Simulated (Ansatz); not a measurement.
Start from PtTe₂ (space group P-3m1, No. 164; layered; relaxed with 0.1 eV smearing).

```
PtTe2
1.0
    4.00901     0.00000     0.00000
   -2.00450     3.47190     0.00000
    0.00000     0.00000     4.96000
Te Pt
2 1
Direct
  0.33333   0.66667   0.27042
  0.66667   0.33333   0.72958
  0.00000   0.00000   0.00000
```

Cartesian axes are those of the cell as printed.

Computed with Ansatz (a first-principles code) PBEsol-D3(BJ), scalar-relativistic without spin-orbit coupling.

Now apply this change: the cell is scaled by 1.0200 in all directions; the atoms relax in the strained cell.

Task: Predict the stress tensor and what it implies for the stiffness.

Result: Stress of the strained cell less that of the base (GPa, compression positive):
```
   -5.3     0.0     0.0
    0.0    -5.3     0.0
    0.0     0.0    -3.4
```

Then B = −ΔP/(ΔV/V₀) with ΔV/V₀ = 0.0612 gives secant stiffness values (nonlinear terms included at this strain): B (at held cell shape, above the free-shape value) ≈ 76 GPa.

As a check, the harmonic strain energy −½ V₀ Δσ:ε is 20 meV/atom; the computed energy rise is 22 meV/atom.

Stability against distortions was not tested. The final runs are not spin-polarised.
